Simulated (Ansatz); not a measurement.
**Worked sum: surface energy of the Si(111) slab with 2 Cl, the mean of its two faces, with the listed reservoirs for the atoms in excess**

This concerns the surface energy of the Si(111) slab with 2 Cl, the mean of its two faces, with the listed reservoirs for the atoms in excess. Reaction: 12 Si (diamond) + Cl2 (gas) → cell A.

A: a slab of Si (diamond, Fd-3m) cut along (111), 14 atoms, hexagonal cell of 3.87 Å (13.0 Å²), symmetry P-3m1 within 0.02 Å, 20.7 Å thick under 16 Å of vacuum, in-plane vectors held at the crystal's; planes from bottom to top: Cl | Si × 12 | Cl; added, foreign or displaced atoms, above the top plane and below the bottom plane: two times Cl bound to 1 Si at 2.08 Å; spin state with PBE: run without spin.

Setting: static, neutral cells in Ansatz (PAW) whose structures rest at the PBE level. Ansatz (a quantum-chemistry and plane-wave program) runs with its PAW set soft_1. Other levels take these structures. The lattices are those relaxed with PBE, so at other levels the solids can be strained, which adds to the spread. A dispersion term (D3(BJ), or D4 for r2SCAN) was computed beside these levels and is taken off wherever the name lacks it. Space groups of crystals are read within 0.01 Å. Cell A has symmetry P-3m1 within 0.02 Å and got no random move, so less symmetric positions, which may lie lower, weren't tried.

Total energies of the cells in eV, at zero smearing width. They compare only within one column; the weights balance every element.

```json
[
 {"cell": "A: Si(111) slab with 2 Cl", "atoms": "14", "weight": "+1", "PBE": "-9791.46984", "RPBE": "-9836.18601"},
 {"cell": "Si (diamond)", "atoms": "2", "weight": "−6", "PBE": "-1271.62209", "RPBE": "-1277.80599"},
 {"cell": "Cl2 (gas)", "atoms": "2", "weight": "−1", "PBE": "-2158.88823", "RPBE": "-2166.61723"}
]
```

PBE: (-9791.46984) − 6 × (-1271.62209) − (-2158.88823) = -2.8491 eV; dividing by 2 × 12.955 Å² and converting at 16.022 J/m² per eV/Å² gives -1.76 J/m².

RPBE: (-9836.18601) − 6 × (-1277.80599) − (-2166.61723) = -2.7328 eV; dividing by 2 × 12.955 Å² and converting at 16.022 J/m² per eV/Å² gives -1.69 J/m².
